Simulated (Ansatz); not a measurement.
## Hf, response to strain

Consider Hf in the hcp (Mg type) structure (space group P6_3/mmc, No. 194; relaxed with 0.1 eV smearing).

```xyz
2
Lattice="3.1174 0.0000 0.0000 -1.5587 2.6997 0.0000 0.0000 0.0000 4.9501" Properties=species:S:1:pos:R:3 pbc="T T T"
Hf     1.5587     0.8999     3.7126
Hf     0.0000     1.7998     1.2375
```

Cartesian axes are those of the cell as printed.

Strains are applied to the cell and any free atomic positions relax.

Calculations: LDA (Ansatz, a quantum-chemistry and plane-wave program, PAW, without spin-orbit coupling).

Notes on the quantities. energy relative to the base: free energy F.

```json
[
 {"uniaxial strain ε_xx (%)": "0", "energy relative to the base (meV/atom)": "0.0"},
 {"uniaxial strain ε_xx (%)": "0.5", "energy relative to the base (meV/atom)": "0.3"},
 {"uniaxial strain ε_xx (%)": "1", "energy relative to the base (meV/atom)": "1.2"},
 {"uniaxial strain ε_xx (%)": "1.5", "energy relative to the base (meV/atom)": "2.6"},
 {"uniaxial strain ε_xx (%)": "2", "energy relative to the base (meV/atom)": "?"},
 {"uniaxial strain ε_xx (%)": "2.5", "energy relative to the base (meV/atom)": "7.2"},
 {"uniaxial strain ε_xx (%)": "3", "energy relative to the base (meV/atom)": "10.2"}
]
```

Problem. Fit ΔE = Aε² + Bε³ (ε in %) to the rows shown and predict the withheld row.

Solution. Least squares on the printed values gives A = 1.21 and B = -0.025 meV/atom (largest residual 0.0 meV/atom); this predicts 4.6 meV/atom, and the run gives 4.6 meV/atom, in agreement.

Whether these cells are dynamically stable was not tested. The final runs are not spin-polarised.
